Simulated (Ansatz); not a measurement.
Take CoSi2 (space group Fm-3m, No. 225; a = 5.315 Å; non-magnetic) as the base. Axes: x, y, z lie along the cube axes.

All numbers come from Kohn–Sham DFT with the r2SCAN functional, run in Ansatz (a program for electronic structure) with PAW and 500 eV plane waves, scalar-relativistic without spin-orbit coupling.

Base values:

The shortest interatomic distance comes out as 2.301 Å.

It is then changed as follows: a free-standing slab of 4 layers (12 atoms, 3 a layer) is cut normal to [111], with 15 Å of vacuum and the in-plane cell held at bulk.

What does the calculation give for the excess energy per area of both faces after the change?

The excess energy per area of both faces (slab less bulk energy over the cell's area: twice a surface energy) amounts to 3.4 J/m² (uncertain by up to 0.2 J/m²).

What happens to the shortest interatomic distance?

The shortest interatomic distance shrinks by 0.035 Å to 2.266 Å.

Slab and bulk use different k-meshes, which limits the precision of the excess energy. No phonon test of stability was made. Seeded moments were not kept for the base. The final runs are not spin-polarised. An odd electron count without spin: CoSi2.
